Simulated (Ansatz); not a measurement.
Ansatz (an electronic-structure program) run on ReRu (Pmma, 4 atoms in the cell): self-consistent single point.

Level of theory: PBE (plane waves, PAW; Ansatz).

```
CELL_PARAMETERS angstrom
      4.23050     0.00000     0.00000
      0.00000     2.80046     0.00000
      0.00000     0.00000     4.31920
ATOMIC_POSITIONS crystal
  Ru 0.75000 0.50000 0.31250
  Ru 0.25000 0.50000 0.68750
  Re 0.75000 0.00000 0.81250
  Re 0.25000 0.00000 0.18750
```

Reference input (self-consistent single point, DFT, PBE, plane waves, default PAW files): basis.ecutwfc = 420 eV; kpoints.mp_grid.grid = 9 14 9; hamiltonian.xc = pbe; hamiltonian.pseudopotentials = {kind: paw} (the program's default PAW files); scf.occupations.method = methfessel_paxton; scf.occupations.width = 0.272 eV. This run's input differs from it in these lines:

Ansatz 0.2 input:
```diff
@@ -13,3 +13,3 @@
 kpoints:
-  mp_grid: { grid: [9, 14, 9] }
+  mp_grid: { grid: [8, 11, 7] }
 hamiltonian:
@@ -18,3 +18,3 @@
 scf:
-  occupations: { method: methfessel_paxton, width: 0.272 }
+  occupations: { method: methfessel_paxton, width: 0.1 }
 output:
```

The program printed (abridged):

```
SCF iter   1: F=—  HF=-33492.435548 eV  |F-HF|=—  |Δ(HF+E_count)|=         —  Δρ=9.31e-3  dr2=2.16e-2  ethr=1.77e-3  ⟨swp⟩=5.3  Hψ=16396  notcnv=0  defer=1
all-band conjugate gradients solve this SCF's bands
preconditioner: auto → Kerker (q_TF=auto, 2.817 Å⁻¹)
SCF iter   2: F=—  HF=-33492.436066 eV  |F-HF|=—  |Δ(HF+E_count)|=   5.18e-4  S|Δr|=    0.00e0  Δρ=5.25e-3  dr2=7.09e-3  ethr=3.48e-5  ⟨swp⟩=1.9  Hψ=6791  notcnv=0  defer=1
SCF iter   3: F=—  HF=-33492.436775 eV  |F-HF|=—  |Δ(HF+E_count)|=   7.10e-4  S|Δr|=    0.00e0  Δρ=5.52e-4  dr2=1.41e-4  ethr=1.14e-5  ⟨swp⟩=2.0  Hψ=7042  notcnv=0  defer=1
SCF iter   4: F=—  HF=-33492.436750 eV  |F-HF|=—  |Δ(HF+E_count)|=   2.48e-5  S|Δr|=    0.00e0  Δρ=9.41e-5  dr2=2.89e-6  ethr=2.28e-7  ⟨swp⟩=2.0  Hψ=7074  notcnv=0  defer=1
SCF iter   5: F=—  HF=-33492.436688 eV  |F-HF|=—  |Δ(HF+E_count)|=   6.29e-5  S|Δr|=    0.00e0  Δρ=3.22e-5  dr2=6.61e-7  ethr=4.67e-9  ⟨swp⟩=2.0  Hψ=8032  notcnv=0  defer=1
SCF iter   6: F=-33492.436687 eV  HF=-33492.436687 eV  |F-HF|=6.48e-9  |Δ(HF+E_count)|=   9.22e-8  S|Δr|=    0.00e0  Δρ=7.52e-6  dr2=2.02e-8  ethr=1.61e-10  ⟨swp⟩=6.1  Hψ=19079  notcnv=0
SCF 1 converged in 6 iterations: F = -33492.436687 eV  dr2 = 2.02e-8
Stability not checked (fill_not_monotonic)
Free energy (F): -33492.436687 eV
Internal energy: -33492.437373 eV  (E = F + TS)
E sigma→0 (E₀):  -33492.436859 eV
Entropy (-TS):   0.000686 eV (0.171 meV/atom)
Fermi energy:    26.932186 eV
--- Forces (eV/Å), atoms counted from 1 ---
  atom   1  Ru    -0.00000000     0.00000000     0.86560564
  atom   2  Ru     0.00000000    -0.00000000    -0.86560564
  atom   3  Re     0.00000000     0.00000000     1.00731436
  atom   4  Re    -0.00000000    -0.00000000    -1.00731436
--- Stress (GPa, compression-positive) ---
       46.962242      -0.000000      -0.000000
       -0.000000      29.675070      -0.000000
       -0.000000      -0.000000      79.046918
  P = ⅓ Tr σ = 51.8947 GPa (518.947 kbar)
  The stress holds the Pulay correction. Without it, at fixed plane waves, as pw.x and ABINIT print it: P = 51.7376 GPa
```

The run converged in 6 iterations. Against the reference run the free energy drops by 2.5 meV/atom, the pressure stays at 51.89 GPa and the largest force hardly changes (1.003 to 1.007 eV/Å).

The starting cell was generated: these elements placed on a structure prototype, without a prior relaxation; it need not be a known phase or ordering of this composition. Its lattice was rescaled by a random factor within 2.5 % of one. Spin polarisation is off. With a pressure of about 52 GPa the cell is away from its equilibrium volume at this level. Forces in this geometry exceed 1 eV/Å. Ansatz's pressure includes its estimate of the finite-basis (Pulay) stress.
